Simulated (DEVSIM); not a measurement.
abrupt GaAs n-p junction

Structure: abrupt GaAs n-p junction, at 300 K.

```csv
layer (left to right),material,thickness (μm),Nd (cm⁻³),Na (cm⁻³),τn (s),τp (s)
1,GaAs,0.390,8.3e16,-,6.9e-8,2.1e-7
2,GaAs,22.0,-,4.1e17,6.9e-8,6.9e-8
```

Left contact: ohmic. Right contact: ohmic. Voltage is applied to the left contact. Recombination: SRH at mid-gap, radiative, Auger. Mobility is μmin + (μ − μmin)/(1 + (N/Nref)^α).

This is a model device: material constants are rounded textbook-type values typed into the input, and sizes, dopings and lifetimes were drawn at random. Values at 300 K.

```
parameter        GaAs
-------------  ------
gap (eV)        1.424
affinity (eV)    4.07
permittivity     12.9
Nc (cm⁻³)      4.7e17
Nv (cm⁻³)        9e18
μn (cm²/Vs)      8500
μp (cm²/Vs)       400
μn,min            500
μp,min             20
Nref,n           6e16
Nref,p         1.5e17
αn               0.39
αp               0.38
B (cm³/s)       2e-10
Cn (cm⁶/s)      1e-30
Cp (cm⁶/s)      1e-30
```

DEVSIM, 1D drift-diffusion, Boltzmann statistics, complete ionisation; no tunnelling, impact ionisation, image-force lowering or self-heating.

```json
{
  "potential_step_across_the_device_at_zero_bias": "1.299 V",
  "largest_field_in_the_device_at_zero_bias": "160000 V/cm",
  "Dark forward voltage at 1 A/cm²": "1.055 V",
  "Dark forward voltage at 100 A/cm²": "1.195 V"
}
```

Dark forward current:

(V (V), J (A/cm²)): (-0.05, -1.8e-12); (-0.15, -1.9e-11); (-0.30, -3.9e-10); (-0.40, -2.8e-9); (-0.50, -2.1e-8); (-0.65, -6.1e-7); (-0.75, -1.2e-5); (-0.85, -0.00041); (-0.95, -0.018); (-1.10, -5.4); (-1.20, -110); (-1.30, -480); (-1.45, -1400); (-1.55, -2200)…

Small-signal capacitance in reverse bias (quasi-static):

```json
[
 {"V (V)": "0.04", "C (nF/cm²)": "70.1"},
 {"V (V)": "0.1", "C (nF/cm²)": "68.5"},
 {"V (V)": "0.2", "C (nF/cm²)": "66.1"},
 {"V (V)": "0.3", "C (nF/cm²)": "63.9"},
 {"V (V)": "0.4", "C (nF/cm²)": "61.9"},
 {"V (V)": "0.6", "C (nF/cm²)": "58.5"},
 {"V (V)": "0.8", "C (nF/cm²)": "55.5"},
 {"V (V)": "1", "C (nF/cm²)": "53.0"},
 {"V (V)": "1.3", "C (nF/cm²)": "49.8"},
 {"V (V)": "1.6", "C (nF/cm²)": "47.1"},
 {"V (V)": "2", "C (nF/cm²)": "44.1"}
]
```
